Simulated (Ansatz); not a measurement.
The starting structures come from a database of crystals and need not be the phases stable at ambient conditions.

Given:

```
BaMg2Sb2
1.0
    8.20590     0.00000     0.00000
    0.00000     8.31132     0.00000
    0.00000     4.15566     2.39927
Ba Mg Sb
1 2 2
Direct
  0.00000   0.00000   0.00000
  0.62334   0.33333   0.00000
  0.37666   0.66667   0.00000
  0.26949   0.33333   0.00000
  0.73051   0.66667   0.00000
```

Space group of this cell: P-3m1. The cell is taken as given.

Transport runs along the normal of the first two printed cell vectors, the (110) plane of the conventional cell.

The gap is the functional's own. No spin-orbit coupling. Mid-gap values are interpolated on the energy grid.

Question: Predict the band gap and the smallest decay constant κ at mid-gap from r2SCAN (Ansatz, a program for electronic structure).

Answer: Gap 1.21 eV on a 4×12×12 mesh; κ = 0.118 1/Å, at the zone centre.
